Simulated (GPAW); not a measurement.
Band structure of Mg₂Ge (Fm-3m, 3 atoms in the cell).

```yaml
crystal:
  lattice:
    - [0.00000, 3.20244, 3.20244]
    - [3.20244, 0.00000, 3.20244]
    - [3.20244, 3.20244, 0.00000]
  atoms:
    - { symbol: Mg, position: [0.75000, 0.75000, 0.75000] }
    - { symbol: Mg, position: [0.25000, 0.25000, 0.25000] }
    - { symbol: Ge, position: [0.00000, 0.00000, 0.00000] }
```

Method: PBE, GPAW PAW datasets PBE (gpaw-data 1.0.1) (plane waves; GPAW 25.7.0).

Settings: mode = pw; ecut = 800 eV; xc = PBE; kpts = 6 6 6; mesh shift (steps) = 0 0 0; occupations.name = fermi-dirac; occupations.width = 0.136 eV; nbands = -11; convergence.density = 1e-05 e/electron; symmetry.symmorphic = false; symmetry.tolerance = 0.0005; maxiter = 100; bandpath_npoints = 40.

The starting cell comes from a database of computed structures (which also holds hypothetical and non-ambient phases and stackings), without a prior relaxation at this level. Its lattice was rescaled by a random factor within 2.5 % of one.

Levels in eV from the Fermi level, bands 9 to 16:
| point | 9 | 10 | 11 | 12 | 13 | 14 | 15 | 16 |
|---|---|---|---|---|---|---|---|---|
| Γ | -9.82 | -0.13 | -0.13 | -0.13 | 0.88 | 2.65 | 2.65 | 2.65 |
| X | -8.15 | -4.64 | -2.13 | -2.13 | 0.01 | 0.38 | 7.72 | 7.72 |
| W | -8.11 | -3.79 | -3.79 | -2.82 | 2.64 | 3.57 | 3.61 | 3.61 |
| K | -8.17 | -4.21 | -3.62 | -1.80 | 0.56 | 2.96 | 5.87 | 5.92 |
| L | -8.60 | -4.95 | -0.86 | -0.86 | 0.84 | 2.60 | 2.60 | 4.68 |
| U | -8.17 | -4.21 | -3.62 | -1.80 | 0.56 | 2.96 | 5.87 | 5.92 |

No band crosses the Fermi level by more than 0.03 eV along this path.
